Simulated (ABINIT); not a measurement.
**ABINIT run on BaGa₂H₂ (P-3m1, 5 atoms in the cell): self-consistent single point**

Method: PBEsol, PAW (JTH v2.0 PBE PAW, files made for PBE) (plane waves; ABINIT 10.0.3).

The input file:

```
# Ba(GaH)2, JTH v2.0 PBE PAW
pp_dirpath "./"
pseudos "Ba.GGA_PBE-JTH.xml, Ga.GGA_PBE-JTH.xml, H.GGA_PBE-JTH.xml"
acell 8.6909681278 8.6909681278 9.5629836201
rprim
         1.0000000000   -0.0000000138    0.0000000000
        -0.4999999880    0.8660254107    0.0000000000
         0.0000000000    0.0000000000    1.0000000000
natom 5
ntypat 3
znucl 56 31 1
typat 1 2 2 3 3
xred
         0.0000000000    0.0000000000    0.0000000000
         0.3333333333    0.6666666667    0.4688300000
         0.6666666667    0.3333333333    0.5311700000
         0.3333333333    0.6666666667    0.1329100000
         0.6666666667    0.3333333333    0.8670900000
ecut 30
pawecutdg 60
pawxcdev 0
ixc -116133
occopt 6
tsmear 0.05 eV
nband 25
kptopt 1
ngkpt 5 5 4
nshiftk 1
shiftk 0 0 0
nstep 80
tolvrs 1.0e-10
prtwf 0
prtden 0
prtvol 1
```

Output, abridged:

```
 Symmetries : space group P-3 m 1 (#164); Bravais hP (primitive hexag.)

 -outvars: echo values of preprocessed input variables --------
            acell      8.6909681278E+00  8.6909681278E+00  9.5629836201E+00 Bohr
             ecut      3.00000000E+01 Hartree
              ixc     -116133
         kptrlatt        5    0    0      0    5    0      0    0    4
          kptrlen      3.82519345E+01
            natom           5
            nband          25
            ngfft          45      45      48
          ngfftdg          64      64      72
             nkpt          17
            nstep          80
             nsym          12
           ntypat           3
           occopt           6
        pawecutdg      6.00000000E+01 Hartree
         pawxcdev           0
            rprim      1.0000000000E+00 -1.3800000000E-08  0.0000000000E+00
                      -4.9999998800E-01  8.6602541070E-01  0.0000000000E+00
                       0.0000000000E+00  0.0000000000E+00  1.0000000000E+00
          spgroup         164
           tolvrs      1.00000000E-10
           tsmear      1.83746627E-03 Hartree
            typat      1  2  2  3  3
           useylm           1
             xred      0.0000000000E+00  0.0000000000E+00  0.0000000000E+00
                       3.3333333333E-01  6.6666666667E-01  4.6883000000E-01
                       6.6666666667E-01  3.3333333333E-01  5.3117000000E-01
                       3.3333333333E-01  6.6666666667E-01  1.3291000000E-01
                       6.6666666667E-01  3.3333333333E-01  8.6709000000E-01
            znucl       56.00000   31.00000    1.00000

== DATASET  1 ==================================================================

 Real(R)+Recip(G) space primitive vectors, cartesian coordinates (Bohr,Bohr^-1):
 R(1)=  8.6909681 -0.0000001  0.0000000  G(1)=  0.1150620  0.0664311  0.0000000
 R(2)= -4.3454840  7.5265992  0.0000000  G(2)=  0.0000000  0.1328621  0.0000000
 R(3)=  0.0000000  0.0000000  9.5629836  G(3)=  0.0000000  0.0000000  0.1045699
 Unit cell volume ucvol=  6.2554759E+02 bohr^3
 Angles (23,13,12)=  9.00000000E+01  9.00000000E+01  1.20000000E+02 degrees

 Coarse grid specifications (used for wave-functions):

 getcut: wavevector=  0.0000  0.0000  0.0000  ngfft=  45  45  48
         ecut(hartree)=     30.000   => boxcut(ratio)=   2.03574

 Fine grid specifications (used for densities):

 getcut: wavevector=  0.0000  0.0000  0.0000  ngfft=  64  64  72
         ecut(hartree)=     60.000   => boxcut(ratio)=   2.11189

   4.16178210E+03                                ecore*ucvol(ha*bohr**3)

_setup2: Arith. and geom. avg. npw (full set) are    4909.190    4909.179

--- !BeginCycle
solver: {iscf: 17, nstep: 80, nline: 4, wfoptalg: 10, }
tolerances: {tolvrs: 1.00E-10, }
...

     iter   Etot(hartree)      deltaE(h)  residm     nres2
 ETOT  1  -184.67830421069    -1.847E+02 3.105E-01 1.513E+01
 ETOT  2  -185.19615810828    -5.179E-01 1.536E-02 1.742E+00
 ETOT  3  -185.19278290105     3.375E-03 3.647E-03 2.491E-01
 ETOT  4  -185.19255470673     2.282E-04 7.261E-04 4.372E-02
 ETOT  5  -185.19251417563     4.053E-05 4.459E-04 5.109E-03
 ETOT  6  -185.19252178995    -7.614E-06 2.029E-04 2.264E-04
   [... 2 lines left out ...]
 ETOT  9  -185.19252286000    -4.669E-09 2.016E-04 1.137E-07
 ETOT 10  -185.19252286031    -3.014E-10 1.123E-04 1.334E-08
 ETOT 11  -185.19252286029     1.788E-11 1.138E-04 1.460E-09
 ETOT 12  -185.19252286029    -1.307E-12 5.059E-05 1.979E-10
 ETOT 13  -185.19252286029     2.103E-12 4.875E-05 2.661E-11

 At SCF step   13       nres2   =  2.66E-11 < tolvrs=  1.00E-10 =>converged.

 Cartesian components of stress tensor (hartree/bohr^3)
  sigma(1 1)=  1.20562142E-04  sigma(3 2)=  0.00000000E+00
  sigma(2 2)=  1.20562141E-04  sigma(3 1)=  0.00000000E+00
  sigma(3 3)=  1.22375378E-04  sigma(2 1)= -6.06711553E-13

 ----iterations are completed or convergence reached----

 reduced coordinates (array xred) for    5 atoms
       0.000000000000      0.000000000000      0.000000000000
       0.333333333333      0.666666666667      0.468830000000
       0.666666666667      0.333333333333      0.531170000000
       0.333333333333      0.666666666667      0.132910000000
       0.666666666667      0.333333333333      0.867090000000
 cartesian forces (eV/Angstrom) at end:
    1      0.00000000000000    -0.00000000000000    -0.00000000000000
    2      0.00000000000000    -0.00000000000000     0.02732788127748
    3      0.00000000000000     0.00000000000000    -0.02732788127748
    4     -0.00000000000000    -0.00000000000000    -0.01942067361179
    5      0.00000000000000     0.00000000000000     0.01942067361179
 frms,max,avg= 1.2241872E-02 2.7327881E-02   0.000E+00  0.000E+00  0.000E+00 e/A
 length scales=  8.690968127800  8.690968127800  9.562983620100 bohr
              =  4.599062253814  4.599062253814  5.060512977876 angstroms
 Fermi (or HOMO) energy (hartree) =   0.12881   Average Vxc (hartree)=  -0.34278
 Eigenvalues (hartree) for nkpt=  17  k points:
 kpt#   1, nband= 25, wtk=  0.01000, kpt=  0.0000  0.0000  0.0000 (reduced coord)
  -0.90315   -0.41229   -0.40824   -0.40824   -0.40815   -0.40815   -0.40586   -0.40328
  -0.40328   -0.40265   -0.40265   -0.36171   -0.35445   -0.35445   -0.20497   -0.04264
   0.01020    0.11265    0.11265    0.13852    0.25019    0.26151    0.26151    0.26375
   0.26411
      occupation numbers for kpt#   1
   2.00000    2.00000    2.00000    2.00000    2.00000    2.00000    2.00000    2.00000
   2.00000    2.00000    2.00000    2.00000    2.00000    2.00000    2.00000    2.00000
   2.00000    2.00000    2.00000   -0.00000    0.00000    0.00000    0.00000    0.00000
   0.00000
 prteigrs : prtvol=0 or 1, do not print more k-points.

--- !EnergyTerms
comment             : Components of total free energy in Hartree
kinetic             :  1.98434288950828E+01
hartree             :  6.06408469416656E+01
xc                  : -1.33546909734941E+01
Ewald energy        : -1.03192747660925E+02
psp_core            :  6.65302230298998E+00
local_psp           : -1.56109463921529E+02
spherical_terms     :  3.27097348815320E-01
internal            : -1.85192507067395E+02
'-kT*entropy'       : -1.55724023627476E-05
total_energy        : -1.85192522639797E+02
total_energy_eV     : -5.03934482155325E+03
...

-Cartesian components of stress tensor (GPa)         [Pressure= -3.5648E+00 GPa]
- sigma(1 1)=  3.54706007E+00  sigma(3 2)=  0.00000000E+00
- sigma(2 2)=  3.54706006E+00  sigma(3 1)=  0.00000000E+00
- sigma(3 3)=  3.60040731E+00  sigma(2 1)= -1.78500671E-08

 Calculation completed.
```

The run converged in 13 iterations.

The starting cell comes from a database of computed structures (which also holds hypothetical and non-ambient phases and stackings), without a prior relaxation at this level. Its lattice was rescaled by a random factor within 2.5 % of one. The potentials were made for another functional than the one used. With a pressure of about -4 GPa the cell is away from its equilibrium volume at this level.

Cost on one core of a shared machine: roughly 3 min.
